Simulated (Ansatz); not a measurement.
Consider the following.

```
CELL_PARAMETERS angstrom
      4.06811     0.00000     0.00000
      0.00000     4.06811     0.00000
      0.00000     0.00000     4.06811
ATOMIC_POSITIONS crystal
  Pt 0.50000 0.00000 0.50000
  Pt 0.00000 0.50000 0.50000
  Pt 0.50000 0.50000 0.00000
  Pb 0.00000 0.00000 0.00000
```

Level of theory: PBEsol, DFPT electron-phonon coupling, linearised Boltzmann equation (plane waves, PAW, scalar-relativistic; Ansatz, a quantum-chemistry and plane-wave program). Cell: relaxed with this functional, without spin-orbit coupling.

Estimate the phonon-limited resistivity at 300 K, by direction if it differs.

51 μΩ·cm.

A metal at this level (no band gap). Only scattering by harmonic phonons is included (no impurities, grain boundaries, electron-electron scattering or thermal expansion). Spin-orbit coupling is left out, which matters with elements this heavy. Few carriers conduct, so the values hang on small band overlaps. The run warned that the eigensolver left some states short of its tolerance. Halving the electron mesh (20x20x20) moves the resistivity by up to 13 % at 300 K. Smearing 0.20 eV; phonons on a 4x4x4 q mesh, which this run doesn't test.

Formula and space group known from diffraction (Crystallography Open Database), not checked to be the room-temperature form: Pt3Pb (Pm-3m).
